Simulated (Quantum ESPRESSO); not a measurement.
Habitual settings against a tight run: BaNiS2 (P4/nmm, 8 atoms in the cell)

Self-consistent single point.

```
BaNiS2
1.0
    4.42622     0.00000     0.00000
    0.00000     4.42622     0.00000
    0.00000     0.00000     8.98334
Ba Ni S
2 2 4
Direct
  0.00000   0.50000   0.19784
  0.50000   0.00000   0.80216
  0.50000   0.00000   0.41493
  0.00000   0.50000   0.58507
  0.50000   0.50000   0.50000
  0.00000   0.00000   0.50000
  0.50000   0.00000   0.15764
  0.00000   0.50000   0.84236
```

Method: PBEsol, PSlibrary ultrasoft (PBE) pseudopotentials (plane waves; Quantum ESPRESSO).

Base settings: ecutwfc = 50 Ry; ecutrho = 300 Ry; occupations = smearing; smearing = cold; degauss = 0.0073499 Ry; input_dft = pbesol; K_POINTS = automatic 5 5 3 0 0 0; conv_thr = 1e-10 Ry.

Tight run (finer mesh or higher cutoff; not a proven limit): ecutwfc: 50 Ry → 70 Ry; ecutrho: 300 Ry → 420 Ry; conv_thr: 1e-10 Ry → 7.3e-11 Ry; K_POINTS: automatic 5 5 3 0 0 0 → automatic 7 7 5 0 0 0. It gave Fermi level (on the code's own zero) 8.48 eV; pressure -3.76 GPa; largest force (vector length) 0.174 eV/Å.

Quick runs, as changes from the base:
- A: the base itself
- B: ecutwfc: 50 Ry → 25 Ry; ecutrho: 300 Ry → 150 Ry; conv_thr: 1e-10 Ry → 7.3e-05 Ry; K_POINTS: automatic 5 5 3 0 0 0 → automatic 2 2 2 0 0 0
- C: ecutwfc: 50 Ry → 35 Ry; ecutrho: 300 Ry → 210 Ry; smearing: cold → fd; degauss: 0.0073499 Ry → 0.036749 Ry; K_POINTS: automatic 5 5 3 0 0 0 → automatic 4 4 4 0 0 0
- D: degauss: 0.0073499 Ry → 0.0099958 Ry; K_POINTS: automatic 5 5 3 0 0 0 → automatic 4 4 4 0 0 0
- E: ecutwfc: 50 Ry → 40 Ry; ecutrho: 300 Ry → 240 Ry; K_POINTS: automatic 5 5 3 0 0 0 → automatic 2 2 2 1 1 1
- F: ecutwfc: 50 Ry → 40 Ry; ecutrho: 300 Ry → 240 Ry; degauss: 0.0073499 Ry → 0.0099958 Ry; conv_thr: 1e-10 Ry → 7.3e-05 Ry; K_POINTS: automatic 5 5 3 0 0 0 → automatic 6 6 6 1 1 1

Energies are extrapolated to zero smearing width, which holds to low order in the width alone (under cold and Methfessel-Paxton smearing the free energy itself is taken).

Dashes: pressure of B, F, not trusted under this conv_thr with d or f elements; time of B, under 30 s.

The count of work is k-points × plane waves × bands × iterations; it is no time. Core times come from one kind of shared machine and are given to one figure; runs under 30 s give none.

The starting cell comes from a database of computed structures (which also holds hypothetical and non-ambient phases and stackings), without a prior relaxation at this level. Its lattice was rescaled by a random factor within 2.5 % of one. Spin polarisation is off, so a magnetic state, if there is one, cannot be reached. In the base run, with a pressure of about -4 GPa the cell is away from its equilibrium volume at this level.

| run | energy less tight (meV/atom) | pressure less tight (GPa) | largest miss in a force vector (eV/Å) | count of work / tight | core time / tight (rough) |
|---|---|---|---|---|---|
| A | 7.3 | -0.15 | 0.020 | 0.32 | 0.4 |
| B | 366.8 | – | 0.444 | 0.018 | – |
| C | 12.2 | 2.27 | 0.286 | 0.22 | 0.2 |
| D | 17.3 | 0.01 | 0.089 | 0.60 | 0.6 |
| E | 16.3 | 0.27 | 0.093 | 0.021 | 0.1 |
| F | 12.4 | – | 0.420 | 0.12 | 0.2 |

Among the runs at the tight run's level, the energy misses run from 7.3 to 366.8 meV/atom.
